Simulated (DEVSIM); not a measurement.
Device: illuminated Si n-on-p cell, one wavelength, with a back-surface field, at 400 K.

Layer 1 from the left is Si, thickness (μm) 0.380, Nd (cm⁻³) 5.3e18, τn (s) 0.00011, τp (s) 4.1e-5, absorption coefficient (cm⁻¹) 380. Layer 2 from the left is Si, thickness (μm) 100, Na (cm⁻³) 5.5e15, τn (s) 0.00059, τp (s) 0.00059, absorption coefficient (cm⁻¹) 380. Layer 3 from the left is Si, thickness (μm) 0.930, Na (cm⁻³) 3.4e18, τn (s) 0.00059, τp (s) 0.00059, absorption coefficient (cm⁻¹) 380.

Left contact: ohmic, minority hole recombination velocity 2e6 cm/s. Right contact: ohmic, minority electron recombination velocity 1e5 cm/s. Voltage is applied to the left contact. Recombination: SRH at mid-gap, radiative, Auger. Light enters at the left, 1.1e17 photons cm⁻² s⁻¹, one pass, no reflection. Mobility is μmin + (μ − μmin)/(1 + (N/Nref)^α).

Constants are typed, rounded textbook-type inputs, not results; the design itself was drawn at random and stands for no fabricated device. Values at 300 K; Nc and Nv go as T^1.5, mobilities as T to minus their exponent, the gap by Varshni's rule with the affinity fixed.

Si: gap (eV) 1.124, affinity (eV) 4.05, permittivity 11.7, Nc (cm⁻³) 2.86e19, Nv (cm⁻³) 3.1e19, μn (cm²/Vs) 1417, μp (cm²/Vs) 470, μn,min 52, μp,min 45, Nref,n 9.7e16, Nref,p 2.2e17, αn 0.68, αp 0.72, T exponent of μn 2.3, T exponent of μp 2.2, B (cm³/s) 4.7e-15, Cn (cm⁶/s) 2.8e-31, Cp (cm⁶/s) 9.9e-32, Varshni α (eV/K) 0.000473, Varshni β (K) 636.

Model (solved in DEVSIM): 1D drift-diffusion, Boltzmann statistics, complete ionisation; no tunnelling, impact ionisation, image-force lowering or self-heating.

Dark forward current:

| |V| (V) | |J| (A/cm²) |
|---|---|
| 0.05 | 3.762e-7 |
| 0.10 | 1.968e-6 |
| 0.15 | 8.731e-6 |
| 0.20 | 3.752e-5 |
| 0.25 | 0.0001601 |
| 0.30 | 0.0006818 |
| 0.35 | 0.002889 |
| 0.40 | 0.01206 |
| 0.45 | 0.04905 |
| 0.50 | 0.1953 |
| 0.55 | 0.7626 |
| 0.60 | 2.858 |
| 0.65 | 9.958 |
| 0.70 | 31.16 |
| 0.75 | 84.80 |
| 0.80 | 197.1 |
| 0.85 | 393.2 |
| 0.90 | 688.3 |
| 0.95 | 1085 |
| 1.00 | 1580 |
| 1.05 | 2165 |

Question: Work out the local ideality factor n = ΔV / (kT/q · ln(J2/J1)) between the rows 0.15 and 0.20 V, 1.00 and 1.05 V.

Answer: kT/q = 34.47 mV. From 0.15 to 0.20 V: ln(3.752e-5/8.731e-6) = 1.458, n = 0.99, near the 1 of diffusion or emission over a barrier. From 1.00 to 1.05 V: ln(2165/1580) = 0.315, n = 4.60.

Question: What current could the absorbed light give at most, and what share is collected?

Answer: Σ αd = 3.85, so qΦ(1 − exp(−Σ αd)) = 17.2 mA/cm². The simulated short-circuit current is 17.02 mA/cm², a share of 0.99.

Question: Estimate the open-circuit voltage by superposition: the voltage at which the dark current equals that short-circuit current.

Answer: Interpolating ln J in the table gives 0.412 V. The simulation gives 0.412 V, the same within the digits that matter. Superposition holds where collection doesn't change with voltage.

Question: Estimate the fill factor from FF0 = (v − ln(v + 0.72))/(v + 1), v = qVoc/(nkT), with n from the dark curve.

Answer: The rows about Voc, 0.40 and 0.45 V, give n = 1.03, so v = 11.6 and FF0 = 0.721. The simulation gives 0.723, the same within the digits that matter.
